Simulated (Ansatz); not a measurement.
The parent structure is Pb in the fcc (Cu type) structure (space group Fm-3m, No. 225; relaxed with 0.1 eV smearing).

```xyz
1
Lattice="0.0000 2.4671 2.4671 2.4671 0.0000 2.4671 2.4671 2.4671 0.0000" Properties=species:S:1:pos:R:3 pbc="T T T"
Pb     0.0000     0.0000     0.0000
```

Cartesian axes are those of the cell as printed.

All numbers come from plane-wave PAW DFT at the PBEsol level (Ansatz, a program for electronic structure, 420 eV), no spin-orbit coupling.

Strains are applied to the cell and any free atomic positions relax.

One change was made to it. Results:

```csv
quantity,base,after
shortest interatomic distance,3.489 Å,3.469 Å
band gap,zero,zero
energy relative to the base (free energy F),0 meV/atom,+0.2 meV/atom
```

**Question.** Which change produced these results?
(A) tensor shear ε_xy = +0.57 %
(B) tensor shear ε_xy = +0.86 %
(C) tensor shear ε_xy = +1.43 %
(D) tensor shear ε_xy = +1.14 %
(E) tensor shear ε_xy = +2.00 %

**Answer.** A, tensor shear ε_xy = +0.57 %. For comparison, the shortest interatomic distance in the other runs: tensor shear ε_xy = +0.86 % gives 3.459 Å; tensor shear ε_xy = +2.00 % gives 3.419 Å; tensor shear ε_xy = +1.14 % gives 3.449 Å; tensor shear ε_xy = +1.43 % gives 3.439 Å.

Stability against distortions was not tested.
